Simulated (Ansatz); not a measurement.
# Response to strain in Al

The parent structure is Al in the fcc (Cu type) structure (space group Fm-3m, No. 225; a = 3.994 Å; relaxed with 0.1 eV smearing). Axes: x, y, z lie along the cube axes.

Strains are applied to the cell and any free atomic positions relax; under biaxial strain the out-of-plane vector relaxes too.

All numbers come from r2SCAN/PAW in Ansatz (a first-principles code), scalar-relativistic without spin-orbit coupling.

Notes on the quantities. energy relative to the base: free energy F.

```json
[
 {"variant": "base", "shortest interatomic distance": "2.824 Å", "out-of-plane strain": "–", "energy relative to the base": "0 meV/atom"},
 {"variant": "biaxial strain −2.50 %, plane normal [111], relaxed out of plane", "shortest interatomic distance": "…", "out-of-plane strain": "…", "energy relative to the base": "…"},
 {"variant": "biaxial strain −2.08 %, plane normal [111], relaxed out of plane", "shortest interatomic distance": "2.765 Å", "out-of-plane strain": "+1.75 %", "energy relative to the base": "+7.6 meV/atom"},
 {"variant": "biaxial strain −1.67 %, plane normal [111], relaxed out of plane", "shortest interatomic distance": "2.777 Å", "out-of-plane strain": "+1.44 %", "energy relative to the base": "+4.7 meV/atom"},
 {"variant": "biaxial strain −1.25 %, plane normal [111], relaxed out of plane", "shortest interatomic distance": "2.789 Å", "out-of-plane strain": "+1.10 %", "energy relative to the base": "+2.6 meV/atom"},
 {"variant": "biaxial strain −0.83 %, plane normal [111], relaxed out of plane", "shortest interatomic distance": "2.801 Å", "out-of-plane strain": "+0.74 %", "energy relative to the base": "+1.1 meV/atom"},
 {"variant": "biaxial strain −0.42 %, plane normal [111], relaxed out of plane", "shortest interatomic distance": "2.812 Å", "out-of-plane strain": "+0.38 %", "energy relative to the base": "+0.3 meV/atom"}
]
```

Question: Fill in the withheld entries from the trend.

Answer: 
- biaxial strain −2.50 %, plane normal [111], relaxed out of plane, shortest interatomic distance: 2.753 Å
- biaxial strain −2.50 %, plane normal [111], relaxed out of plane, out-of-plane strain: +2.06 %
- biaxial strain −2.50 %, plane normal [111], relaxed out of plane, energy relative to the base: +11 meV/atom

Stability against distortions was not tested.
